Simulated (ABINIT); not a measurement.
ABINIT run on BeTe (F-43m, 2 atoms in the cell): self-consistent single point.

Method: PBE, spin-orbit coupling, norm-conserving pseudopotentials (PseudoDojo nc-fr-04 PBE standard) (plane waves; ABINIT).

```
BeTe
1.0
    0.00000     2.81500     2.81500
    2.81500     0.00000     2.81500
    2.81500     2.81500     0.00000
Be Te
1 1
Cartesian
  0.00000   0.00000   0.00000
  1.40750   1.40750   1.40750
```

Reference input (self-consistent single point, DFT, PBE, plane waves, norm-conserving pseudopotentials (PseudoDojo nc-sr-05 PBE standard)): pseudos = [Be.upf, Te.upf]; ecut = 44 Ha; occopt = 3; tsmear = 0.01 eV; ngkpt = 5 5 5; nshiftk = 1; shiftk = 0 0 0; potentials = PseudoDojo nc-sr-05 PBE standard; nband = 15; kptopt = 1; nstep = 50; toldfe = 1e-09 Ha. This run's input differs from it in these lines:

```diff
@@ -1,2 +1,2 @@
-# BeTe, PseudoDojo nc-sr-05 PBE standard
+# BeTe, PseudoDojo nc-fr-04 PBE standard
 pp_dirpath "./"
@@ -16,5 +16,7 @@
 ecut 44
+nspinor 2
+nspden 1
 occopt 3
 tsmear 0.01 eV
-nband 15
+nband 34
 kptopt 1
```

Its files differ too (potentials: PseudoDojo nc-sr-05 PBE standard → PseudoDojo nc-fr-04 PBE standard).

Output (repeated stretches shortened):

```
--- !BeginCycle
solver: {iscf: 7, nstep: 50, nline: 4, wfoptalg: 0, }
tolerances: {toldfe: 1.00E-09, }
...

     iter   Etot(hartree)      deltaE(h)  residm     vres2
 ETOT  1  -118.66608571343    -1.187E+02 1.012E-01 3.355E+01
 ETOT  2  -118.71091125064    -4.483E-02 5.825E-02 1.350E+00
 ETOT  3  -118.71101887814    -1.076E-04 4.681E-03 8.041E-02
 ETOT  4  -118.71102433741    -5.459E-06 8.026E-04 3.469E-03
 ETOT  5  -118.71102443675    -9.933E-08 9.439E-05 4.307E-04
 ETOT  6  -118.71102444874    -1.199E-08 1.068E-04 1.521E-05
 ETOT  7  -118.71102444950    -7.607E-10 1.263E-05 5.619E-07
 ETOT  8  -118.71102444953    -2.957E-11 1.483E-05 3.335E-08
 At SCF step    8, etot is converged :
  for the second time, diff in etot=  2.957E-11 < toldfe=  1.000E-09

 Cartesian components of stress tensor (hartree/bohr^3)
  sigma(1 1)= -4.41048392E-05  sigma(3 2)=  0.00000000E+00
  sigma(2 2)= -4.41048392E-05  sigma(3 1)=  0.00000000E+00
  sigma(3 3)= -4.41048392E-05  sigma(2 1)=  0.00000000E+00

 ----iterations are completed or convergence reached----

 reduced coordinates (array xred) for    2 atoms
       0.000000000000      0.000000000000      0.000000000000
       0.250000000000      0.250000000000      0.250000000000
 cartesian forces (eV/Angstrom) at end:
    1     -0.00000000000000    -0.00000000000000     0.00000000000000
    2      0.00000000000000     0.00000000000000    -0.00000000000000
 frms,max,avg= 2.0014292E-26 3.1356369E-26   0.000E+00  0.000E+00  0.000E+00 e/A
   [... lines left out ...]
 Fermi (or HOMO) energy (eV) =   5.31540   Average Vxc (eV)=  -9.60001
   [... lines left out ...]
total_energy        : -1.18711024449530E+02
total_energy_eV     : -3.23029125471000E+03
band_energy         : -1.90701022837911E+01
...

-Cartesian components of stress tensor (GPa)         [Pressure=  1.2976E+00 GPa]
- sigma(1 1)= -1.29760895E+00  sigma(3 2)=  0.00000000E+00
- sigma(2 2)= -1.29760895E+00  sigma(3 1)=  0.00000000E+00
- sigma(3 3)= -1.29760895E+00  sigma(2 1)=  0.00000000E+00

 Calculation completed.
```

The run converged in 8 iterations. Against the reference run the pressure moves little (1.24 to 1.30 GPa) and the gap on the mesh goes from 2.090 to 1.794 eV.

The starting cell has typed, rounded lattice constants, without a prior relaxation at this level.

Cost on one core of a shared machine: roughly 2 min.
